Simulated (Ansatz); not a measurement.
Results of BLYP (plane waves, PAW; Ansatz, a program for electronic structure) for rutile MgH2.

Settings: plane-wave cutoff 520 eV, 8×8×12 k mesh (along the axes of the cell as run), Fermi–Dirac smearing 0.01 eV, scalar-relativistic PAW data made under PBE.

Properties against volume:

Shape and atoms are relaxed at each volume.

```json
[
 {"V (Å³/atom)": "9.952", "P (GPa)": "2.06", "direct gap at Γ (eV)": "5.630", "smallest gap on the k mesh (eV)": "4.179", "c (Å)": "2.977"},
 {"V (Å³/atom)": "10.159", "P (GPa)": "0.98", "direct gap at Γ (eV)": "5.652", "smallest gap on the k mesh (eV)": "4.157", "c (Å)": "2.990"},
 {"V (Å³/atom)": "10.367", "P (GPa)": "0.00", "direct gap at Γ (eV)": "5.586", "smallest gap on the k mesh (eV)": "4.134", "c (Å)": "3.001"},
 {"V (Å³/atom)": "10.574", "P (GPa)": "-0.90", "direct gap at Γ (eV)": "5.528", "smallest gap on the k mesh (eV)": "4.114", "c (Å)": "3.013"},
 {"V (Å³/atom)": "10.781", "P (GPa)": "-1.71", "direct gap at Γ (eV)": "5.479", "smallest gap on the k mesh (eV)": "4.078", "c (Å)": "3.023"}
]
```

The fundamental gap (4.11 eV at the equilibrium volume, with added k points) lies elsewhere than Γ–Γ.

Note: the bulk modulus comes from volumes at which shape and atoms were relaxed.
